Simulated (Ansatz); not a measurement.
PtSn₂ (Fm-3m), PBEsol, DFPT electron-phonon coupling, linearised Boltzmann equation in Ansatz (a quantum-chemistry and plane-wave program): phonon-limited resistivity 11.9 μΩ·cm at 300 K, 16.0 μΩ·cm at 400 K, current-weighted mean free path 13.5 nm, Drude plasma energy 5.84 eV.

**Question.** Estimate the resistivity of a 80 nm square wire with diffuse walls from ρ ≈ ρ₀(1 + 3ℓ/4d).

**Answer.** 1 + 0.75 × 13.5/80 = 1.13, so ρ ≈ 13.4 μΩ·cm and a line 1 μm long has 20.9 Ω. The formula is the free-electron limit for d well above ℓ; grain boundaries add to it.

**Question.** Estimate the electronic thermal conductivity at 300 K by the Wiedemann-Franz law (L₀ = 2.44×10⁻⁸ W·Ω/K²).

**Answer.** L₀T/ρ = 2.44×10⁻⁸ × 300/(11.9×10⁻⁸) = 61.5 W/(m·K). Inelastic scattering puts the true Lorenz number somewhat under L₀ near and below the Debye temperature.

**Question.** What temperature coefficient of resistance follows, and how does it compare with 1/T?

**Answer.** (ρ₄₀₀ − ρ₃₀₀)/(100 K × ρ₃₀₀) = 3.45×10⁻³ K⁻¹, against 1/T = 3.33×10⁻³ K⁻¹ for a resistivity proportional to T. Impurities would add a constant and lower it.

A metal at this level (no band gap). Only scattering by harmonic phonons is included (no impurities, grain boundaries, electron-electron scattering or thermal expansion). Spin-orbit coupling is left out, which matters with elements this heavy. The run warned that the eigensolver left some states short of its tolerance. Halving the electron mesh (24x24x24) moves the resistivity by up to 5 % at 300 K, the mean free path by up to 3 %. Smearing 0.20 eV; phonons on a 4x4x4 q mesh, which this run doesn't test.

Formula and space group known from diffraction (Crystallography Open Database), not checked to be the room-temperature form: PtSn2 (Fm-3m).
